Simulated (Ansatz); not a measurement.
## L1₂ (Cu3Au-type) Ni3Fe

These are PBEsol in Ansatz (PAW) values and carry that method's errors.

Run with plane-wave cutoff 520 eV, 16×16×16 k mesh, Fermi–Dirac smearing 0.05 eV, spin-polarised with parallel moments, scalar-relativistic PAW data made under PBE.

Cell: measured lattice: a = b = c = 3.5450 Å, α = β = γ = 90.00°.

```
Property                                          Result
-----------------------------------------------  -------
band gap                                            none
magnetic moment (largest site, within a sphere)  2.90 μB
```

Note: cell and atoms aren't relaxed at this level (pressure -9.6 GPa).

Moments are spin moments.

Static lattice: no zero-point or thermal effects.

Computing time: about 110 core-seconds (a rough figure).

Ansatz is a quantum-chemistry and plane-wave program.
